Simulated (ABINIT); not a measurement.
Worked example: self-consistent single point of MoOs (P-6m2, 2 atoms in the cell) in ABINIT.

Method: PBEsol, PAW (JTH v2.0 PBE PAW, files made for PBE) (plane waves; ABINIT).

The change in words: lattice scaled by 0.98. Reference geometry:
```xyz
2
Lattice="2.7773 0.0000 0.0000 -1.3887 2.4052 0.0000 0.0000 0.0000 4.4998" Properties=species:S:1:pos:R:3 pbc="T T T"
Mo     1.3887     0.8017     2.2499
Os     0.0000     1.6035     0.0000
```

Reference input (self-consistent single point, DFT, PBEsol, plane waves, PAW (JTH v2.0 PBE PAW, files made for PBE)): pseudos = [Mo.GGA_PBE-JTH.xml, Os.GGA_PBE-JTH.xml]; ecut = 20 Ha; pawecutdg = 40 Ha; pawxcdev = 0; ixc = -116133; occopt = 3; tsmear = 0.00183747 Ha; ngkpt = 14 14 7; nshiftk = 1; shiftk = 0 0 0; potentials = JTH v2.0 PBE PAW; nband = 16. This run's input differs from it in these lines:

```diff
@@ -5,5 +5,5 @@
 rprim
-         2.7773089145    0.0000002698    0.0000000000
-        -1.3886546909    2.4052199392    0.0000000000
-         0.0000000000    0.0000000000    4.4998490000
+         2.7217630571    0.0000002367    0.0000000000
+        -1.3608817336    2.3571158322    0.0000000000
+         0.0000000000    0.0000000000    4.4098520000
 natom 2
```

Log, with long lists cut:

```
--- !BeginCycle
solver: {iscf: 17, nstep: 80, nline: 4, wfoptalg: 10, }
tolerances: {tolvrs: 1.00E-10, }
...

     iter   Etot(hartree)      deltaE(h)  residm     nres2
 ETOT  1  -84.307612648484    -8.431E+01 7.326E-01 1.178E+01
 ETOT  2  -84.659714838777    -3.521E-01 6.707E-02 4.009E+00
 ETOT  3  -84.668575897936    -8.861E-03 1.894E-02 9.719E+00
 ETOT  4  -84.645026478294     2.355E-02 4.144E-03 2.932E-02
 ETOT  5  -84.645460936616    -4.345E-04 6.267E-03 6.182E-03
   [... 4 lines left out ...]
 ETOT 10  -84.645467354243     1.017E-10 4.935E-05 1.895E-07
 ETOT 11  -84.645467354336    -9.352E-11 1.395E-04 9.579E-08
 ETOT 12  -84.645467354049     2.870E-10 1.788E-05 3.393E-10
 ETOT 13  -84.645467354053    -4.007E-12 5.538E-05 3.913E-11
 At SCF step   13       nres2   =  3.91E-11 < tolvrs=  1.00E-10 =>converged.

 Cartesian components of stress tensor (hartree/bohr^3)
  sigma(1 1)= -4.19547857E-04  sigma(3 2)=  0.00000000E+00
  sigma(2 2)= -4.19547857E-04  sigma(3 1)=  0.00000000E+00
  sigma(3 3)= -3.51088520E-04  sigma(2 1)=  9.43371554E-13

 ----iterations are completed or convergence reached----

 reduced coordinates (array xred) for    2 atoms
       0.666666666700      0.333333333300      0.500000000000
       0.333333333367      0.666666666633      0.000000000000
 cartesian forces (eV/Angstrom) at end:
    1     -0.00000000000000     0.00000000000000    -0.00000000000000
    2      0.00000000000000    -0.00000000000000    -0.00000000000000
 frms,max,avg= 7.1787393E-27 1.2433941E-26   0.000E+00  0.000E+00  0.000E+00 e/A
   [... lines left out ...]
 Fermi (or HOMO) energy (hartree) =   0.43930   Average Vxc (hartree)=  -0.49467
   [... lines left out ...]
'-kT*entropy'       : -5.64833743910674E-04
total_energy        : -8.46454674522974E+01
total_energy_eV     : -2.30332030685360E+03
...

-Cartesian components of stress tensor (GPa)         [Pressure=  1.1672E+01 GPa]
- sigma(1 1)= -1.23435220E+01  sigma(3 2)=  0.00000000E+00
- sigma(2 2)= -1.23435220E+01  sigma(3 1)=  0.00000000E+00
- sigma(3 3)= -1.03293791E+01  sigma(2 1)=  2.77549447E-08

 Calculation completed.
```

The run converged in 13 iterations. Against the reference run the free energy goes up by 3.3 meV/atom and the pressure goes from -9.42 to 11.67 GPa.

The starting cell comes from a database of computed structures (which also holds hypothetical and non-ambient phases and stackings), without a prior relaxation at this level. Its lattice was rescaled by a random factor within 2.5 % of one. For this run, on top of that: lattice scaled by 0.98. Spin polarisation is off. The potentials were made for another functional than the one used. With a pressure of about 12 GPa the cell is away from its equilibrium volume at this level.

Cost on one core of a shared machine: roughly 3 min.
